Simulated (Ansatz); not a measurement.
Here is the system:

```
CELL_PARAMETERS angstrom
      3.33498     0.00000     0.00000
      0.00000     3.33498     0.00000
      1.66749    -1.66749     2.39721
ATOMIC_POSITIONS crystal
  As 0.25000 0.25000 0.50000
  B  0.00000 0.00000 0.00000
```

No spin polarisation.

Method: Kohn–Sham DFT with the PBEsol functional, run in Ansatz (a quantum-chemistry and plane-wave program) with PAW and 420 eV plane waves, no spin-orbit coupling. Γ-centred 12×12×12 mesh, Fermi–Dirac width 0.05 eV.

Problem. Predict the smallest direct gap and valence-band top at Γ.

Solution. 
- Smallest direct gap: 3.18 eV
- Valence-band top at Γ (three highest levels, from the VBM): 0.00, 0.00, -0.16 eV

The cells carry an imposed strain or load. Stability against distortions was not tested. The cell was made from BAs in the zinc blende structure (space group F-43m, No. 216) by this change: biaxial strain −1.08 %, plane normal [001], relaxed out of plane.
